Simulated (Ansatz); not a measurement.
**CaO under a change: isotropic strain −1.50 %**

The parent structure is CaO in the rock salt structure (space group Fm-3m, No. 225; a = 4.831 Å).

One thing is altered: an isotropic linear strain of −1.50 %; the atoms relax in the strained cell.

Computed with PBE (Ansatz, a first-principles code), no spin-orbit coupling. Γ-centred 12×12×12 mesh, Fermi–Dirac width 0.05 eV.

- Volume per atom: 13.47 Å³ (base 14.09 Å³)
- Space group: Fm-3m (No. 225) (base Fm-3m (No. 225))
- Shortest interatomic distance: 2.379 Å (base 2.415 Å)
- Energy relative to the base (free energy F): +9.9 meV/atom
- Band gap: 3.65 eV (base 3.66 eV)
- Gap character: indirect, Γ → X (base indirect, Γ → X)
- Smallest direct gap: 4.01 eV (base 4.03 eV)
- Mean gap deformation potential ΔEg/Δln V: +0.3 eV
- Electron mass: 1.4 mₑ along k, 0.43 mₑ across (at X) (base 1.4 mₑ along k, 0.44 mₑ across (at X))
- Hole mass (degenerate bands, along [100]): 0.35, 2.8, 2.8 mₑ (at Γ) (base 0.35, 2.9, 2.9 mₑ (at Γ))
- Valley order (the lowest conduction-band minima on the path, energy above the VBM, named in the base's zone): X along ⟨100⟩ 3.65 eV; Γ 4.98 eV (base X along ⟨100⟩ 3.66 eV; Γ 4.61 eV)

Final structure:

```
CaO
1.0
    0.00000     2.37917     2.37917
    2.37917     0.00000     2.37917
    2.37917     2.37917     0.00000
Ca O
1 1
Direct
  0.00000   0.00000   0.00000
  0.50000   0.50000   0.50000
```

Cost of the whole job for the changed cell (relaxation, final SCF and bands): very roughly 2.9 core-seconds.

Masses are band curvatures over ±0.01 Å⁻¹ around the edge. Along k means along the line from Γ to the band edge. Whether these cells are dynamically stable was not tested.
